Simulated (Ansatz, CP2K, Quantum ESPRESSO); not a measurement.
One structure in several programs: CoGe (P1, 8 atoms in the cell)

Self-consistent single point, at a second geometry (atoms moved at random). First geometry:

```
CELL_PARAMETERS angstrom
      4.57947     0.00000     0.00000
      0.00000     4.57947     0.00000
      0.00000     0.00000     4.57947
ATOMIC_POSITIONS crystal
  Co 0.13683 0.13683 0.13683
  Co 0.36317 0.86317 0.63683
  Co 0.63683 0.36317 0.86317
  Co 0.86317 0.63683 0.36317
  Ge 0.83981 0.83981 0.83981
  Ge 0.66019 0.16019 0.33981
  Ge 0.33981 0.66019 0.16019
  Ge 0.16019 0.33981 0.66019
```

Second geometry:
```
CoGe
1.0
    4.57947     0.00000     0.00000
    0.00000     4.57947     0.00000
    0.00000     0.00000     4.57947
Co Ge
4 4
Direct
  0.12375   0.15120   0.13796
  0.35605   0.85730   0.64148
  0.65109   0.37436   0.87632
  0.86772   0.62674   0.35914
  0.83215   0.82890   0.83997
  0.66107   0.16775   0.32888
  0.34950   0.65980   0.14744
  0.15867   0.33396   0.66881
```

Shared settings, as Ansatz (a quantum-chemistry and plane-wave program) writes them: kpoints.mp_grid.grid = 5 5 5; scf.occupations.method = gaussian; scf.occupations.width = 0.1 eV. Potentials and cutoffs stand in the table.

```tsv
code	model	ΔF from the first geometry (meV/atom)	pressure (GPa)	largest force (eV/Å)	cutoff
CP2K	PBEsol, GPW, DZVP-MOLOPT-SR-GTH basis, GTH-PBE potentials (GTH_POTENTIALS)	38.6	4.88	1.722	grid 600 Ry
Quantum ESPRESSO	PBEsol, PSlibrary PAW (PBE) pseudopotentials	41.2	2.85	1.805	50 Ry
Ansatz	PBEsol, default PAW files made with PBE	37.6	0.62	1.619	420 eV
```

Size of the force on each atom (eV/Å): Sizes of forces hide their directions.

```
code                Co1    Co2    Co3    Co4    Ge5    Ge6    Ge7    Ge8
----------------  -----  -----  -----  -----  -----  -----  -----  -----
CP2K              1.278  0.591  1.722  0.795  1.267  1.561  1.625  0.590
Quantum ESPRESSO  1.328  0.603  1.805  0.842  1.395  1.749  1.585  0.647
Ansatz            1.243  0.600  1.619  0.758  1.252  1.540  1.489  0.580
```

On Ansatz's run: spin polarisation is off.

The spread over the programs that give each value: ΔF from the first geometry within 3.6 meV/atom; pressure within 4.26 GPa; largest force within 0.186 eV/Å.

CP2K uses small atom-centred bases, whose incompleteness enters pressures, forces and empty levels differently from a plane-wave cutoff. Ansatz's pressure is given at a fixed set of plane waves, as the other plane-wave codes print theirs; with its correction for the finite basis it is 0.72 GPa.

The starting cell comes from a database of computed structures (which also holds hypothetical and non-ambient phases and stackings), without a prior relaxation at this level. For this run, on top of that: atoms moved at random.

Keys are those of Ansatz 0.2.
